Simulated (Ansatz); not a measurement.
Cubic perovskite CsPbF3 was calculated with HSE06 (Ansatz, an electronic-structure program, plane waves, PAW).

Settings: plane-wave cutoff 460 eV, 6×6×6 k mesh, Fermi–Dirac smearing 0.01 eV, scalar-relativistic PAW data made under PBE.

Cell (measured lattice):

```cif
data_CsF3Pb
_chemical_formula_sum 'Cs1 F3 Pb1'
_space_group_name_H-M_alt 'P 1'
_space_group_IT_number 1
_cell_length_a 4.77480
_cell_length_b 4.77480
_cell_length_c 4.77480
_cell_angle_alpha 90.000
_cell_angle_beta 90.000
_cell_angle_gamma 90.000
loop_
_space_group_symop_operation_xyz
  'x, y, z'
loop_
_atom_site_label
_atom_site_type_symbol
_atom_site_fract_x
_atom_site_fract_y
_atom_site_fract_z
_atom_site_occupancy
Cs1 Cs 0.50000 0.50000 0.50000 1
F1 F 0.50000 0.00000 0.00000 1
F2 F 0.00000 0.50000 0.00000 1
F3 F 0.00000 0.00000 0.50000 1
Pb1 Pb 0.00000 0.00000 0.00000 1
```

### Question
Predict the band gap and Γ–Γ gap.

### Answer

- band gap: 3.63 eV (on the SCF k mesh)
- Γ–Γ gap: 10.21 eV

Note: cell and atoms aren't relaxed at this level (pressure 2.8 GPa).

Spin–orbit coupling is not included; with these elements it can move the gap by several tenths of an eV or more.

The computed numbers hold no vibrational or temperature effects.

Cost on a shared machine: roughly 5 core-minutes.
